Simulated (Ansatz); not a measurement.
Subject: the energy change from cell B to cell A (3 Cl replaced by O, in a slab cell with nine atoms a plane). Reaction: cell B + 3/2 O2 (gas) → cell A + 3/2 Cl2 (gas). The sign is products less reactants.

Cell A: a slab of Ti (hcp, P6₃/mmc) cut along (0001), 63 atoms, hexagonal cell of 8.82 Å (67.4 Å²), symmetry Cm within 0.02 Å, 13.3 Å thick under 16 Å of vacuum, in-plane vectors held at the crystal's; planes from bottom to top: Ti9 × 6 | O3 | Cl6, its two faces unlike (dipole correction applied); added, foreign or displaced atoms, above the top plane: three times O bound to 3 Ti at 1.89–1.95 Å; three times Cl bound to 3 Ti at 2.43–2.48 Å; three times Cl bound to 3 Ti at 2.43–2.46 Å; spin state with PBE: run without spin, k-point mesh 5×5×1.
```xyz
63
Lattice="8.8187 0.0000 0.0000 4.4094 7.6372 0.0000 0.0000 0.0000 29.5715" Properties=species:S:1:pos:R:3 pbc="T T T"
Ti     8.8187     1.7012     8.1259
Ti     2.9396     1.7012     8.1259
Ti     5.8792     1.7012     8.1259
Ti    10.2885     4.2483     8.1307
Ti     4.4094     4.2483     8.1307
Ti     7.3489     4.2483     8.1307
Ti    11.7583     6.7925     8.1279
Ti     5.8792     6.7925     8.1279
Ti     8.8187     6.7925     8.1279
Ti     0.0000     0.0046    10.3039
Ti     2.9396     0.0046    10.3039
Ti     5.8792     0.0046    10.3039
Ti     1.4698     2.5483    10.3026
Ti     4.4094     2.5483    10.3026
Ti     7.3489     2.5483    10.3026
Ti     2.9396     5.0977    10.3072
Ti     5.8792     5.0977    10.3072
Ti     8.8187     5.0977    10.3072
Ti     8.8187     1.6999    12.6831
Ti     2.9396     1.6999    12.6831
Ti     5.8792     1.6999    12.6831
Ti    10.2885     4.2492    12.6879
Ti     4.4094     4.2492    12.6879
Ti     7.3489     4.2492    12.6879
Ti    11.7583     6.7926    12.6879
Ti     5.8792     6.7926    12.6879
Ti     8.8187     6.7926    12.6879
Ti     0.0000    -0.0055    15.0035
Ti     2.9396    -0.0055    15.0035
Ti     5.8792    -0.0055    15.0035
Ti     1.4698     2.5592    14.9811
Ti     4.4094     2.5592    14.9811
Ti     7.3489     2.5592    14.9811
Ti     2.9396     5.0898    15.0030
Ti     5.8792     5.0898    15.0030
Ti     8.8187     5.0898    15.0030
Ti     8.8187     1.6885    17.3121
Ti     2.9396     1.6885    17.3121
Ti     5.8792     1.6885    17.3121
Ti    10.2885     4.2631    17.3868
Ti     4.4094     4.2631    17.3868
Ti     7.3489     4.2631    17.3868
Ti    11.7583     6.7703    17.3534
Ti     5.8792     6.7703    17.3534
Ti     8.8187     6.7703    17.3534
Ti     0.0000     0.0808    19.6905
Ti     2.9396     0.0808    19.6905
Ti     5.8792     0.0808    19.6905
Ti     1.4698     2.5079    19.6005
Ti     4.4094     2.5079    19.6005
Ti     7.3489     2.5079    19.6005
Ti     2.9396     5.0798    19.6946
Ti     5.8792     5.0798    19.6946
Ti     8.8187     5.0798    19.6946
O      1.4698     0.8349    20.6020
O      4.4094     0.8349    20.6020
O      7.3489     0.8349    20.6020
Cl     2.9396     3.2634    21.3831
Cl     5.8792     3.2634    21.3831
Cl     8.8187     3.2634    21.3831
Cl     4.4094     6.0144    21.4283
Cl     7.3489     6.0144    21.4283
Cl    10.2885     6.0144    21.4283
```

Cell B: a slab of Ti (hcp, P6₃/mmc) cut along (0001), 63 atoms, hexagonal cell of 8.82 Å (67.4 Å²), symmetry P3m1 within 0.02 Å, 13.2 Å thick under 16 Å of vacuum, in-plane vectors held at the crystal's; planes from bottom to top: Ti9 × 6 | Cl9, its two faces unlike (dipole correction applied); added, foreign or displaced atoms, above the top plane: nine times Cl bound to 3 Ti at 2.41 Å; spin state with PBE: run without spin, k-point mesh 5×5×1.
```
Ti6Cl
1.0
    8.81874     0.00000     0.00000
    4.40937     7.63725     0.00000
    0.00000     0.00000    29.57151
Ti Cl
54 9
Direct
  0.88889   0.22222   0.27580
  0.22222   0.22222   0.27580
  0.55556   0.22222   0.27580
  0.88889   0.55556   0.27580
  0.22222   0.55556   0.27580
  0.55556   0.55556   0.27580
  0.88889   0.88889   0.27580
  0.22222   0.88889   0.27580
  0.55556   0.88889   0.27580
  0.00000   0.00000   0.34941
  0.33333   0.00000   0.34941
  0.66667   0.00000   0.34941
  0.00000   0.33333   0.34941
  0.33333   0.33333   0.34941
  0.66667   0.33333   0.34941
  0.00000   0.66667   0.34941
  0.33333   0.66667   0.34941
  0.66667   0.66667   0.34941
  0.88889   0.22222   0.42987
  0.22222   0.22222   0.42987
  0.55556   0.22222   0.42987
  0.88889   0.55556   0.42987
  0.22222   0.55556   0.42987
  0.55556   0.55556   0.42987
  0.88889   0.88889   0.42987
  0.22222   0.88889   0.42987
  0.55556   0.88889   0.42987
  0.00000   0.00000   0.50815
  0.33333   0.00000   0.50815
  0.66667   0.00000   0.50815
  0.00000   0.33333   0.50815
  0.33333   0.33333   0.50815
  0.66667   0.33333   0.50815
  0.00000   0.66667   0.50815
  0.33333   0.66667   0.50815
  0.66667   0.66667   0.50815
  0.88889   0.22222   0.58766
  0.22222   0.22222   0.58766
  0.55556   0.22222   0.58766
  0.88889   0.55556   0.58766
  0.22222   0.55556   0.58766
  0.55556   0.55556   0.58766
  0.88889   0.88889   0.58766
  0.22222   0.88889   0.58766
  0.55556   0.88889   0.58766
  0.00000   0.00000   0.66409
  0.33333   0.00000   0.66409
  0.66667   0.00000   0.66409
  0.00000   0.33333   0.66409
  0.33333   0.33333   0.66409
  0.66667   0.33333   0.66409
  0.00000   0.66667   0.66409
  0.33333   0.66667   0.66409
  0.66667   0.66667   0.66409
  0.11111   0.11111   0.72214
  0.44444   0.11111   0.72214
  0.77778   0.11111   0.72214
  0.11111   0.44444   0.72214
  0.44444   0.44444   0.72214
  0.77778   0.44444   0.72214
  0.11111   0.77778   0.72214
  0.44444   0.77778   0.72214
  0.77778   0.77778   0.72214
```

Reference: an isolated Cl2 molecule (singlet) in a box of 11 × 11 × 14 Å.

Reference: an isolated O2 molecule (triplet) in a box of 11 × 11 × 13 Å.

Computed with Ansatz (plane waves, PAW), its PAW set soft_1, cutoff 420 eV, 500 eV for r2SCAN. The structures are at rest with PBE, within the held lattices; other levels are single points on them. Neutral cells; Fermi-Dirac smearing of at most 0.10 eV in the solids, energies taken to zero width. The lattices are those relaxed with PBE, so at other levels the solids can be strained, which adds to the spread. Larger cells are relaxed from a start prepared with the learned potential CHGNet, on a coarser mesh till forces fall under 0.03 eV/Å, which some starts already meet. A dispersion term (D3(BJ), or D4 for r2SCAN) was computed beside these levels and is taken off wherever the name lacks it. Space groups of crystals are read within 0.01 Å. Static lattices, no vibrational contributions. The structures are the rest points that the relaxations reached, not proven lowest. Values are for these cell sizes. Cell A has symmetry Cm within 0.02 Å and got no random move, so less symmetric positions, which may lie lower, weren't tried. Cell B has symmetry P3m1 within 0.02 Å and got no random move, so less symmetric positions, which may lie lower, weren't tried.

Task: Predict the value from PBE.

Result: -8.06 eV, for cell B + 3/2 O2 (gas) → cell A + 3/2 Cl2 (gas).

Task: What do the other levels give, and how wide is the spread?

Result: 
```
Level   value (eV)  less PBE
------  ----------  --------
r2SCAN       -8.19     -0.13
```

The levels shown span 0.13 eV, from r2SCAN (-8.19) to PBE (-8.06).

Ansatz is an electronic-structure program.
